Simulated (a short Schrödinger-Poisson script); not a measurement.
# Gated In0.52Al0.48As/In0.53Ga0.47As modulation-doped gas in a quantum well

Structure: gated In0.52Al0.48As/In0.53Ga0.47As modulation-doped gas in a quantum well, at 300 K.

| layer | material | thickness (nm) | Nd (cm⁻³) | Na (cm⁻³) |
|---|---|---|---|---|
| 1 | In0.52Al0.48As | 30 | - | - |
| 2 | In0.52Al0.48As | 10 | 2.3e18 | - |
| 3 | In0.52Al0.48As | 20 | - | - |
| 4 | In0.53Ga0.47As | 15 | - | - |
| 5 | In0.52Al0.48As | 4000 | - | 1e15 |

The device is made up for the run: typed textbook-type constants, with dimensions and the other settings drawn at random. In0.52Al0.48As: permittivity 12.5, conduction-band edge (eV) 0.52, gap (eV) 1.45, electron mass (mₑ) 0.075, Nv at 300 K (cm⁻³) 1.1e19. In0.53Ga0.47As: permittivity 13.9, conduction-band edge (eV) 0, gap (eV) 0.74, Nv at 300 K (cm⁻³) 7.7e18.

Channel valleys (confinement mass, in-plane density-of-states mass, number): Γ 0.041, 0.041, 1. At the gate the conduction-band edge of layer 1 lies 0.65 eV − eVg above the Fermi level of the channel; the field vanishes at the back. Donor level 0.05 eV below the band edge. The barrier under the gate holds no holes. Gaps are held at their typed values at every temperature. Mesh 0.08 nm at interfaces.

Solved with a short Schrödinger-Poisson script written for these runs: 1D Poisson equation in equilibrium, electrons quantum, Hartree plus LDA exchange-correlation (BenDaniel-Duke, 40 states a valley, the channel's in-plane mass for all, wave functions free to enter the barrier), parabolic valleys, classical holes, donors ionised by Fermi statistics, acceptors fully, no traps, pinning or gate leakage.

```
Vg (V)  electrons (cm⁻²)  in the channel layer  C (μF/cm²)  Γ E0 (meV)  Γ E1 (meV)
------  ----------------  --------------------  ----------  ----------  ----------
0.4              9.17e11               8.82e11       0.313       -42.7        39.3
0.3              8.96e11               8.69e11       0.307       -41.9        39.9
0.2              8.77e11               8.55e11       0.300       -41.0        40.7
0.1              8.55e11               8.36e11       0.289       -39.9        41.8
0                8.27e11               8.11e11       0.272       -38.4        43.2
-0.1             7.87e11               7.74e11       0.244       -36.0        45.4
-0.2             7.26e11               7.14e11       0.204       -32.2        49.1
-0.3             6.40e11               6.31e11       0.174       -26.5        54.5
-0.4             5.43e11               5.36e11       0.164       -19.4        61.3
-0.5             4.44e11               4.38e11       0.160       -11.3        69.2
-0.6             3.46e11               3.42e11       0.157        -2.1        78.4
-0.7             2.50e11               2.47e11       0.153         9.1        89.5
-0.8             1.58e11               1.56e11       0.145        23.5       104.0
-0.9             7.40e10               7.32e10       0.125        45.4       126.0
-1               1.46e10               1.45e10      0.0652        88.9       169.5
-1.1              6.08e8                6.02e8      0.0154       171.5       251.9
-1.2              1.69e7                1.67e7      0.0134       264.1       344.4
```

Gate voltages with under 1e6 electrons/cm² are left out.

Subbands count from the Fermi level.
